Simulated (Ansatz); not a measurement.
fcc Pd (1 1 0) on wurtzite GaN (0 0 1) (film strained to the substrate, started from cuts of the bulks and a machine-learned relaxation; slabs Ga30N30 and Pd32, which can lie off the formulas)

A periodic stack without vacuum, fcc Pd (1 1 0) on wurtzite GaN (0 0 1) (film strained to the substrate, started from cuts of the bulks and a machine-learned relaxation; slabs Ga30N30 and Pd32, which can lie off the formulas): substrate slab Ga30N30, film Pd32, surface cells [[1, -1], [2, 3]] and [[0, -2], [2, 1]], film strained by 0.0 and +2.0 %, outermost planes Ga/N and Pd/Pd as cut, which need not be the usual terminations and can put a slab off its formula.

The start was prepared with a machine-learned potential, and the result is one local minimum, with the in-plane cell held and forces under 0.04 eV/Å; the film can end far from its bulk form.

Calculation: PBE (plane waves to 420 eV, PAW; Ansatz, an electronic-structure program). Scalar-relativistic, without spin–orbit coupling; the runs are not spin-polarised; PBE gaps are too small against experiment. Its k-point mesh 5×3×1, Fermi–Dirac width 0.05 eV.

| Property | Value |
|---|---|
| interface area | 44.9 Å² |
| period | 27.01 Å |
| heights between the nearest atoms of the two slabs at the two interfaces | -0.02 and 1.19 Å |
| Ga–Pd contacts across the interfaces within 1.22 times the sum of covalent radii | 27, mean 2.78 Å |
| N–Pd contacts across the interfaces within 1.22 times the sum of covalent radii | 14, mean 2.03 Å |
| estimate of the barrier | withheld, since the two interfaces are unlike |

```yaml
crystal:
  lattice:
    - [5.57453, -0.00001, 0.02404]
    - [-2.78727, 8.04620, -0.00385]
    - [-0.57137, 2.31262, 27.01225]
  atoms:
    - { symbol: Ga, position: [0.27361, 0.17686, 0.01292] }
    - { symbol: Ga, position: [0.85826, 0.32968, 0.03175] }
    - { symbol: Ga, position: [0.49417, 0.62943, 0.01870] }
    - { symbol: Ga, position: [0.03934, 0.71967, 0.01862] }
    - { symbol: Ga, position: [0.70167, 0.01245, 0.03180] }
    - { symbol: Ga, position: [0.94324, 0.14440, 0.12365] }
    - { symbol: Ga, position: [0.52800, 0.34737, 0.11827] }
    - { symbol: Ga, position: [0.13984, 0.54779, 0.12088] }
    - { symbol: Ga, position: [0.73718, 0.74234, 0.12084] }
    - { symbol: Ga, position: [0.32648, 0.94431, 0.11819] }
    - { symbol: N, position: [0.26792, 0.15346, 0.09217] }
    - { symbol: N, position: [0.87060, 0.34983, 0.10200] }
    - { symbol: N, position: [0.47120, 0.55955, 0.09384] }
    - { symbol: N, position: [0.06458, 0.74625, 0.09379] }
    - { symbol: N, position: [0.67158, 0.95134, 0.10202] }
    - { symbol: N, position: [0.93238, 0.12345, 0.19563] }
    - { symbol: N, position: [0.52656, 0.32435, 0.19239] }
    - { symbol: N, position: [0.13208, 0.52533, 0.19397] }
    - { symbol: N, position: [0.73055, 0.72231, 0.19387] }
    - { symbol: N, position: [0.32639, 0.92425, 0.19235] }
    - { symbol: Ga, position: [0.26450, 0.11687, 0.21813] }
    - { symbol: Ga, position: [0.86009, 0.31867, 0.21692] }
    - { symbol: Ga, position: [0.46184, 0.51608, 0.21785] }
    - { symbol: Ga, position: [0.06231, 0.71773, 0.21784] }
    - { symbol: Ga, position: [0.65873, 0.91567, 0.21676] }
    - { symbol: Ga, position: [0.92058, 0.08869, 0.31372] }
    - { symbol: Ga, position: [0.52264, 0.28888, 0.31519] }
    - { symbol: Ga, position: [0.12207, 0.48866, 0.31440] }
    - { symbol: Ga, position: [0.72153, 0.68933, 0.31466] }
    - { symbol: Ga, position: [0.32292, 0.88822, 0.31488] }
    - { symbol: N, position: [0.25852, 0.09565, 0.29111] }
    - { symbol: N, position: [0.85585, 0.29646, 0.29028] }
    - { symbol: N, position: [0.45730, 0.49532, 0.29091] }
    - { symbol: N, position: [0.05686, 0.69598, 0.29089] }
    - { symbol: N, position: [0.65544, 0.89517, 0.29003] }
    - { symbol: N, position: [0.91519, 0.06736, 0.38676] }
    - { symbol: N, position: [0.51776, 0.26723, 0.38858] }
    - { symbol: N, position: [0.11852, 0.46761, 0.38748] }
    - { symbol: N, position: [0.71672, 0.66875, 0.38790] }
    - { symbol: N, position: [0.31778, 0.86639, 0.38785] }
    - { symbol: Ga, position: [0.24366, 0.05805, 0.41077] }
    - { symbol: Ga, position: [0.85346, 0.26031, 0.41153] }
    - { symbol: Ga, position: [0.44986, 0.46226, 0.41186] }
    - { symbol: Ga, position: [0.04772, 0.65986, 0.41140] }
    - { symbol: Ga, position: [0.65028, 0.86203, 0.41286] }
    - { symbol: Ga, position: [0.91452, 0.03570, 0.51465] }
    - { symbol: Ga, position: [0.50841, 0.22833, 0.50178] }
    - { symbol: Ga, position: [0.11123, 0.43661, 0.51003] }
    - { symbol: Ga, position: [0.70998, 0.63047, 0.51126] }
    - { symbol: Ga, position: [0.30162, 0.82745, 0.50944] }
    - { symbol: N, position: [0.23592, 0.03522, 0.48347] }
    - { symbol: N, position: [0.85119, 0.24127, 0.48478] }
    - { symbol: N, position: [0.44490, 0.43853, 0.48592] }
    - { symbol: N, position: [0.04027, 0.63706, 0.48407] }
    - { symbol: N, position: [0.64647, 0.84171, 0.48651] }
    - { symbol: N, position: [0.96516, 0.11603, 0.58588] }
    - { symbol: N, position: [0.48118, 0.14403, 0.57366] }
    - { symbol: N, position: [0.13188, 0.45212, 0.58319] }
    - { symbol: N, position: [0.72532, 0.64183, 0.58339] }
    - { symbol: N, position: [0.40492, 0.99724, 0.59484] }
    - { symbol: Pd, position: [0.42652, 0.02903, 0.66698] }
    - { symbol: Pd, position: [0.92011, 0.01537, 0.65811] }
    - { symbol: Pd, position: [0.67460, 0.52848, 0.65209] }
    - { symbol: Pd, position: [0.18110, 0.54364, 0.64990] }
    - { symbol: Pd, position: [0.30374, 0.28749, 0.60767] }
    - { symbol: Pd, position: [0.79989, 0.28692, 0.60843] }
    - { symbol: Pd, position: [0.55618, 0.80807, 0.59684] }
    - { symbol: Pd, position: [0.06270, 0.81149, 0.59408] }
    - { symbol: Pd, position: [0.91723, 0.99877, 0.75902] }
    - { symbol: Pd, position: [0.41856, 0.00078, 0.76368] }
    - { symbol: Pd, position: [0.16912, 0.50200, 0.76011] }
    - { symbol: Pd, position: [0.66809, 0.49977, 0.75987] }
    - { symbol: Pd, position: [0.80285, 0.27085, 0.71222] }
    - { symbol: Pd, position: [0.29668, 0.27105, 0.71161] }
    - { symbol: Pd, position: [0.04350, 0.75667, 0.70909] }
    - { symbol: Pd, position: [0.54327, 0.75686, 0.70929] }
    - { symbol: Pd, position: [0.41088, 0.97183, 0.86499] }
    - { symbol: Pd, position: [0.91210, 0.97171, 0.86275] }
    - { symbol: Pd, position: [0.65931, 0.46843, 0.86392] }
    - { symbol: Pd, position: [0.16039, 0.46815, 0.86345] }
    - { symbol: Pd, position: [0.28910, 0.23579, 0.81338] }
    - { symbol: Pd, position: [0.78960, 0.23550, 0.81348] }
    - { symbol: Pd, position: [0.53877, 0.73342, 0.81177] }
    - { symbol: Pd, position: [0.03833, 0.73465, 0.81173] }
    - { symbol: Pd, position: [0.90587, 0.93075, 0.96692] }
    - { symbol: Pd, position: [0.39437, 0.92542, 0.96887] }
    - { symbol: Pd, position: [0.16388, 0.44915, 0.96703] }
    - { symbol: Pd, position: [0.65692, 0.45307, 0.96856] }
    - { symbol: Pd, position: [0.78273, 0.20460, 0.91705] }
    - { symbol: Pd, position: [0.28399, 0.20446, 0.91761] }
    - { symbol: Pd, position: [0.03160, 0.70264, 0.91317] }
    - { symbol: Pd, position: [0.53522, 0.70834, 0.91316] }
```
